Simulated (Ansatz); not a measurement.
Response to strain in ZnSiP2

Start from ZnSiP2 in the chalcopyrite structure (space group I-42d, No. 122; a = 5.306 Å, c = 10.380 Å). Axes: x, y, z lie along a, b, c of the conventional cell.

Strains are applied to the cell and any free atomic positions relax; under biaxial strain the out-of-plane vector relaxes too.

The values are results of LDA (Ansatz, an electronic-structure program, PAW, no spin-orbit coupling), not measurements.

Candidates:
(a) biaxial strain −2.25 %, plane normal [001], relaxed out of plane
(b) biaxial strain −1.50 %, plane normal [001], relaxed out of plane
(c) biaxial strain −3.00 %, plane normal [001], relaxed out of plane
(d) biaxial strain −0.75 %, plane normal [001], relaxed out of plane

**Question.** Order them by out-of-plane strain, lowest first.

**Answer.** (d) biaxial strain −0.75 %, plane normal [001], relaxed out of plane (+0.73 %), (b) biaxial strain −1.50 %, plane normal [001], relaxed out of plane (+1.43 %), (a) biaxial strain −2.25 %, plane normal [001], relaxed out of plane (+2.13 %), (c) biaxial strain −3.00 %, plane normal [001], relaxed out of plane (+2.83 %)

Stability against distortions was not tested.
